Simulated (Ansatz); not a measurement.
## Li under a change: Li → Hf

The parent structure is Li in the bcc (W type) structure (space group Im-3m, No. 229; a = 3.434 Å).

One thing is altered: full substitution Li → Hf, then cell and atoms are relaxed.

All numbers come from Kohn–Sham DFT with the PBEsol functional, run in Ansatz (a program for electronic structure) with PAW and 420 eV plane waves, scalar-relativistic without spin-orbit coupling. Settings: 19×19×19 k-points, 0.05 eV Fermi–Dirac smearing.

```json
[
 {"quantity": "volume per atom", "base": "20.25 Å³", "changed": "21.26 Å³", "shift": "+1.004 Å³"},
 {"quantity": "density", "base": "0.57 g/cm³", "changed": "13.94 g/cm³", "shift": "+13.37 g/cm³"},
 {"quantity": "lattice parameter a", "base": "3.434 Å", "changed": "3.490 Å", "shift": "+0.056 Å"},
 {"quantity": "space group", "base": "Im-3m (No. 229)", "changed": "Im-3m (No. 229)", "shift": "–"},
 {"quantity": "shortest interatomic distance", "base": "2.974 Å", "changed": "3.023 Å", "shift": "+0.0483 Å"},
 {"quantity": "band gap", "base": "zero", "changed": "zero", "shift": "–"}
]
```

Whether these cells are dynamically stable was not tested. The final runs are not spin-polarised. This is not the structure that Hf has at room temperature and ambient pressure.
